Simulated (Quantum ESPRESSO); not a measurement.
Quantum ESPRESSO run on CaNi₅ (P6/mmm, 6 atoms in the cell): self-consistent single point.

Method: PBEsol, PSlibrary PAW (PBE) pseudopotentials (plane waves; Quantum ESPRESSO).

The change in words: lattice scaled by 0.98. Reference geometry:
```yaml
crystal:
  lattice:
    - [4.87494, 0.00000, 0.00000]
    - [-2.43747, 4.22182, 0.00000]
    - [0.00000, 0.00000, 3.89507]
  atoms:
    - { symbol: Ca, position: [0.00000, 0.00000, 0.00000] }
    - { symbol: Ni, position: [0.50000, 0.00000, 0.50000], spin: 2.0 }
    - { symbol: Ni, position: [0.50000, 0.50000, 0.50000], spin: 2.0 }
    - { symbol: Ni, position: [0.00000, 0.50000, 0.50000], spin: 2.0 }
    - { symbol: Ni, position: [0.33333, 0.66667, 0.00000], spin: 2.0 }
    - { symbol: Ni, position: [0.66667, 0.33333, 0.00000], spin: 2.0 }
```
(The spins are starting values, not results.)

Reference input (self-consistent single point, DFT, PBEsol, plane waves, PSlibrary PAW (PBE) pseudopotentials): ecutwfc = 50 Ry; ecutrho = 300 Ry; occupations = smearing; smearing = fd; degauss = 0.0073499 Ry; nspin = 2; input_dft = pbesol; potentials = {Ca: Ca.pbe-spn-kjpaw_psl.1.0.0.UPF, Ni: Ni.pbe-n-kjpaw_psl.1.0.0.UPF}; K_POINTS = automatic 5 5 6 0 0 0; conv_thr = 1e-11 Ry; mixing_beta = 0.2. This run's input differs from it in these lines:

```diff
@@ -29,5 +29,5 @@
 CELL_PARAMETERS {angstrom}
-   4.87494007     0.00000000     0.00000000
-  -2.43747003     4.22182194     0.00000000
-   0.00000000     0.00000000     3.89507000
+   4.77744142     0.00000000     0.00000000
+  -2.38872071     4.13738564     0.00000000
+   0.00000000     0.00000000     3.81716900
 ATOMIC_POSITIONS {crystal}
```

The program printed (abridged):

```
     Self-consistent Calculation

     iteration #  1     ecut=    50.00 Ry     beta= 0.20

     Threshold (ethr) on eigenvalues was too large:
     Diagonalizing with lowered threshold

     total energy              =   -1047.44859765 Ry
     estimated scf accuracy    <       0.41205996 Ry

     total magnetization       =     3.52 Bohr mag/cell
     absolute magnetization    =     3.67 Bohr mag/cell

     iteration #  2     ecut=    50.00 Ry     beta= 0.20

     total energy              =   -1047.47597434 Ry
     estimated scf accuracy    <       0.52788196 Ry

     total magnetization       =     3.65 Bohr mag/cell
   [... lines left out ...]
     estimated scf accuracy    <          3.3E-11 Ry

     total magnetization       =     0.50 Bohr mag/cell
     absolute magnetization    =     0.59 Bohr mag/cell

     iteration # 41     ecut=    50.00 Ry     beta= 0.20

     Magnetic moment per site  (integrated on atomic sphere of radius R)
     atom   1 (R=0.238)  charge=  8.2902  magn= -0.0062
     atom   2 (R=0.203)  charge=  8.4809  magn=  0.1139
     atom   3 (R=0.203)  charge=  8.4809  magn=  0.1139
     atom   4 (R=0.203)  charge=  8.4809  magn=  0.1139
     atom   5 (R=0.203)  charge=  8.4879  magn=  0.0971
     atom   6 (R=0.203)  charge=  8.4879  magn=  0.0971
     End of self-consistent calculation

     the Fermi energy is    12.4847 ev

!    total energy              =   -1047.61731036 Ry
     estimated scf accuracy    <          7.4E-12 Ry
     smearing contrib. (-TS)   =      -0.02011381 Ry
     internal energy E=F+TS    =   -1047.59719655 Ry

     total magnetization       =     0.49 Bohr mag/cell
     absolute magnetization    =     0.58 Bohr mag/cell

     convergence has been achieved in  41 iterations

     Forces acting on atoms (cartesian axes, Ry/au):

     atom    1 type  1   force =     0.00000000    0.00000000    0.00000000
   [... zero for the other atoms too ...]

     Total force =     0.000000     Total SCF correction =     0.000000

          total   stress  (Ry/bohr**3)                   (kbar)     P=       64.46
   0.00041227   0.00000000   0.00000000           60.65        0.00        0.00
   0.00000000   0.00041227   0.00000000            0.00       60.65        0.00
   0.00000000   0.00000000   0.00049005            0.00        0.00       72.09

   JOB DONE.
```

The run converged in 41 iterations. Against the reference run the free energy goes up by 13.3 meV/atom, the pressure goes from -2.73 to 6.45 GPa and the size of the net moment goes from 0.29 to 0.08 μB/atom. The full log also holds: “c_bands:  1 eigenvalues not converged”.

The starting cell comes from a database of computed structures (which also holds hypothetical and non-ambient phases and stackings), without a prior relaxation at this level. For this run, on top of that: lattice scaled by 0.98. The moments shrank to a small part of their start, a low-spin state that need not be the lowest. With a pressure of about 6 GPa the cell is away from its equilibrium volume at this level.

Cost on one core of a shared machine: roughly 10 min.
